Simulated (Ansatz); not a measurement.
Variants of one calculation on MgIr (P1, 4 atoms in the cell)

```yaml
crystal:
  lattice:
    - [4.41403, 0.00000, 0.00000]
    - [0.00000, 3.12044, 0.00000]
    - [0.00000, 0.00000, 4.41419]
  atoms:
    - { symbol: Mg, position: [0.74137, 0.49208, 0.77958] }
    - { symbol: Mg, position: [0.26560, 0.49619, 0.23536] }
    - { symbol: Ir, position: [0.24679, 0.00877, 0.73186] }
    - { symbol: Ir, position: [0.74624, 0.00296, 0.25321] }
```

Base run A: LDA (PW92), default PAW files made with PBE (Ansatz, a first-principles code), self-consistent single point.

Its settings: basis.ecutwfc = 420 eV; kpoints.mp_grid.grid = 4 6 4; hamiltonian.xc = lda; hamiltonian.pseudopotentials = {kind: paw} (the program's default PAW files); scf.occupations.method = gaussian; scf.occupations.width = 0.1 eV.

The starting cell comes from a database of computed structures (which also holds hypothetical and non-ambient phases and stackings), without a prior relaxation at this level. Its atoms were displaced at random from the sites of space group no. 51. Spin polarisation is off. In the base run, with a pressure of about -9 GPa the cell is away from its equilibrium volume at this level. In the base run, forces exceed 1 eV/Å. Ansatz's pressure includes its estimate of the finite-basis (Pulay) stress. Without a gap this mesh is coarse (it stands for a supercell whose shortest vector is 18 Å).

ΔF is the free energy per atom less that of run A. A dash stands where there is no value to compare (another energy zero or no entropy term, no result, no spin, no clean gap, or a mesh too coarse for one). Absolute energies have different zeros for different potentials, functionals, Hubbard and dispersion terms and are not compared across them.

Run A gave: pressure (GPa) -9.09; largest force (eV/Å) 1.031.

Runs:
- B: scf.occupations.method: gaussian → cold; scf.occupations.width: 0.1 eV → 0.3 eV
- C: magnetization.noncollinear: default → true; magnetization.spin_orbit: default → true [LDA (PW92) with spin-orbit coupling]
- D: crystal.symmetry.detect: default → false
- E: scf.mixing.algorithm: default (the program chose MSR1) → anderson
- F: scf.mixing.preconditioner: default (the program chose Kerker) → kerker_dos

Question: What does run C change against A?

Answer: The pressure goes from -9.09 to -8.90 GPa and the largest force goes from 1.031 to 1.074 eV/Å.

Question: What does run B change against A?

Answer: The free energy goes up by 10.8 meV/atom, the pressure goes from -9.09 to -9.38 GPa and the largest force goes from 1.031 to 1.084 eV/Å.

| run | ΔF (meV/atom) | pressure (GPa) | largest force (eV/Å) |
|---|---|---|---|
| A | 0.00 | -9.09 | 1.031 |
| B | 10.8 | -9.38 | 1.084 |
| C | – | -8.90 | 1.074 |
| D | 0.00 | -9.09 | 1.031 |
| E | 0.00 | -9.09 | 1.031 |
| F | 0.00 | -9.09 | 1.031 |

Keys are those of Ansatz 0.2.
